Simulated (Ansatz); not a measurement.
Functionals compared on a constructed model of the (0001) surface of 4H silicon carbide, Si-terminated, (√3x√3)R30° Bi adatom at T4 (bottom of the slab: 3 H on 3 bottom sites), in Ansatz (plane waves, PAW). The structure was relaxed with PBE; the other rows are single points on it. Cutoff 420 eV (500 eV for r2SCAN). HSE06 used the coarser mesh 4x4x1.

Set-up: 28 atoms, 11.4 Å thick at the start with caps and adatoms (thin: gaps and levels are the slab's own); mesh 6x6x1; 0.025 eV smearing; dipole correction on; 6 atoms held, the rest relaxed; symmetry of the start imposed; no spin, no spin-orbit, no U. In PBE it is, or lies within 0.01 eV a 1x1 cell of, the lowest of the 2 structures of its composition computed so far; subsurface sites and larger cells were not tried. These notes are the PBE run's.

| functional | gap of the slab on its k-mesh (eV) | highest filled level below the top vacuum level (eV) | rough cost of the single point |
|---|---|---|---|
| PBE | 1.95 | 4.88 | – |
| r2SCAN | 2.25 | 5.11 | around 100 core-seconds (rough) |

Ansatz is a program for electronic structure.
